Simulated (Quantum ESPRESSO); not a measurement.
# Habitual settings against a tight run: BaAs3 (C2/m, 8 atoms in the cell)

Self-consistent single point.

```
CELL_PARAMETERS angstrom
      5.16232    -3.95501     0.00000
      5.16232     3.95501     0.00000
     -2.44279     0.00000     5.66592
ATOMIC_POSITIONS crystal
  Ba 0.83604 0.83604 0.16173
  Ba 0.16396 0.16396 0.83827
  As 0.37553 0.90333 0.31902
  As 0.62447 0.09667 0.68098
  As 0.09667 0.62447 0.68098
  As 0.90333 0.37553 0.31902
  As 0.50614 0.50614 0.29976
  As 0.49386 0.49386 0.70024
```

Method: LDA (PZ), GBRV 1.5 ultrasoft (LDA) pseudopotentials (plane waves; Quantum ESPRESSO).

Base settings: ecutwfc = 40 Ry; ecutrho = 200 Ry; occupations = smearing; smearing = cold; degauss = 0.0147 Ry; potentials = {Ba: ba_lda_v1.uspp.F.UPF, As: as_lda_v1.uspp.F.UPF}; K_POINTS = automatic 3 3 3 0 0 0; conv_thr = 1e-09 Ry; mixing_beta = 0.3.

Tight run (finer mesh or higher cutoff; not a proven limit): ecutwfc: 40 Ry → 56 Ry; ecutrho: 200 Ry → 280 Ry; conv_thr: 1e-09 Ry → 7.3e-11 Ry; K_POINTS: automatic 3 3 3 0 0 0 → automatic 5 5 5 0 0 0. It gave Fermi level (on the code's own zero) 6.96 eV; pressure -3.90 GPa; largest force (vector length) 0.125 eV/Å.

Quick runs, as changes from the base:
- A: the base itself
- B: ecutwfc: 40 Ry → 20 Ry; ecutrho: 200 Ry → 100 Ry; K_POINTS: automatic 3 3 3 0 0 0 → automatic 2 2 2 0 0 0
- C: ecutwfc: 40 Ry → 24 Ry; ecutrho: 200 Ry → 120 Ry; smearing: cold → mp; degauss: 0.0147 Ry → 0.036749 Ry; K_POINTS: automatic 3 3 3 0 0 0 → automatic 3 3 3 1 1 1
- D: ecutwfc: 40 Ry → 32 Ry; ecutrho: 200 Ry → 160 Ry; conv_thr: 1e-09 Ry → 7.3e-05 Ry; K_POINTS: automatic 3 3 3 0 0 0 → automatic 2 2 2 0 0 0
- E: K_POINTS: automatic 3 3 3 0 0 0 → automatic 4 4 4 0 0 0

Energies are extrapolated to zero smearing width, which holds to low order in the width alone (under cold and Methfessel-Paxton smearing the free energy itself is taken).

The count of work is k-points × plane waves × bands × iterations; it is no time. Core times come from one kind of shared machine and are given to one figure; runs under 30 s give none.

The starting cell comes from a database of computed structures (which also holds hypothetical and non-ambient phases and stackings), without a prior relaxation at this level. Its lattice was rescaled by a random factor within 2.5 % of one. In the base run, with a pressure of about -4 GPa the cell is away from its equilibrium volume at this level. The run gives no clean gap (levels at the Fermi energy touch, overlap or are partly filled at this smearing), which alone does not show that the compound is a metal. Without a gap this mesh is coarse (it stands for a supercell whose shortest vector is 19 Å).

| run | energy less tight (meV/atom) | pressure less tight (GPa) | largest miss in a force vector (eV/Å) | count of work / tight | core time / tight (rough) |
|---|---|---|---|---|---|
| A | 7.5 | 0.09 | 0.137 | 0.14 | 0.2 |
| B | 62.6 | -1.26 | 0.267 | 0.028 | 0.05 |
| C | 16.2 | -0.17 | 0.037 | 0.061 | 0.1 |
| D | 22.8 | -0.05 | 0.263 | 0.031 | 0.10 |
| E | 1.0 | -0.01 | 0.051 | 0.34 | 0.4 |

Among the runs at the tight run's level, the energy misses run from 1.0 to 62.6 meV/atom.

Left out of this page: 1 run of the series outside the window shown, repeating another row's setting, or not comparable.
